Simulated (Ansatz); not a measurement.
B20 (FeSi-type) MnSi was calculated with LDA (PAW; Ansatz, a quantum-chemistry and plane-wave program).

Run with plane-wave cutoff 500 eV, 10×10×10 k mesh, Fermi–Dirac smearing 0.05 eV, spin-polarised with parallel moments, scalar-relativistic PAW data made under PBE.

Computed at the level's own relaxed cell.

### Question
Estimate the equilibrium volume per atom, lattice constant a and magnetic moment (largest site, within a sphere) that the calculation returns.

### Answer

- equilibrium volume per atom: 10.85 Å³/atom
- lattice constant a: 4.428 Å
- magnetic moment (largest site, within a sphere): 0.64 μB

Measured, for comparison: equilibrium volume per atom 11.85 Å³/atom, lattice constant a 4.560 Å (temperature not stated, not corrected to a static lattice; as tabulated in Wikipedia's data pages). Computed (rounded) less measured: equilibrium volume per atom -8.4 %, lattice constant a -2.9 %.

Note: the collinear magnetic order is the start's and need not be the measured one.

Moments are spin moments.

Static lattice: no zero-point or thermal effects.

Cost on a shared machine: very roughly 15 core-minutes.
